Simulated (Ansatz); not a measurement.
Start from Zr in the hcp (Mg type) structure (space group P6_3/mmc, No. 194; a = 3.231 Å, c = 5.173 Å). Axes: x lies along a and z along c of the hexagonal cell.

Method: PBE, PAW, 420 eV (Ansatz, a quantum-chemistry and plane-wave program; spin-orbit coupling left out).

Strains are applied to the cell and any free atomic positions relax; under biaxial strain the out-of-plane vector relaxes too.

One change was made to it. Results:

```json
[
 {"quantity": "pressure (mean of the normal stresses, compression positive)", "base": "0.0 GPa", "after": "-5.2 GPa"},
 {"quantity": "band gap", "base": "zero", "after": "zero"}
]
```

### Question
What was done to the base?
(A) biaxial strain +3.09 %, plane normal [001], relaxed out of plane
(B) biaxial strain +1.95 %, plane normal [001], relaxed out of plane
(C) biaxial strain −0.40 %, plane normal [001], relaxed out of plane
(D) isotropic strain +2.09 %

### Answer
D, isotropic strain +2.09 %. For comparison, the pressure in the other runs: biaxial strain +1.95 %, plane normal [001], relaxed out of plane gives -2.0 GPa; biaxial strain −0.40 %, plane normal [001], relaxed out of plane gives 0.4 GPa; biaxial strain +3.09 %, plane normal [001], relaxed out of plane gives -3.0 GPa.

Without a gap, meshes like the base's 17×17×9 leave anisotropic stresses uncertain by several tenths of a GPa, and small strain energies with them. No phonon test of stability was made. All final runs are without spin polarisation.
